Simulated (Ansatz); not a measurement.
Defect migration in rock-salt AgCl: Ag vacancy, charge state -1. The step: a nearby Ag atom hops onto the vacant site; the atom moves 3.82 Å along (0.01, -0.49, -0.48) of the unit cell; the moving atom starts with neighbours Cl at 2.64, Cl at 2.66, 2 Cl at 2.84, Cl at 2.88, Cl at 3.06 Å and ends with Cl at 2.65, Cl at 2.68, Cl at 2.83, Cl at 2.84, Cl at 2.88, Cl at 3.01 Å. DFT values are from Ansatz (plane-wave PAW, 420 eV unless said) in a cell of 64 host sites, spin-restricted, static, with no finite-size correction. The charge state is imposed; whether it is stable for some Fermi level was not computed. Forms of the defect that were not tried may lie lower. For the PBE band: the saddle point's order was not checked.

```csv
Level,Forward barrier (eV),Cost of the band or of the saddle's single point
"CHGNet universal potential (has no charge state), its own band",0.08,-
"PBE, one k-point at (0.250, 0.250, 0.250), band relaxed",0.16,very roughly 40 core-minutes
"PBE, a 2×2×2 k-point mesh shifted by half a step, same geometries",0.15,very roughly 5 core-minutes
"r2SCAN at 500 eV, one k-point at (0.250, 0.250, 0.250), same geometries",0.20,around 3 core-minutes (rough)
```

Ansatz is an electronic-structure program.
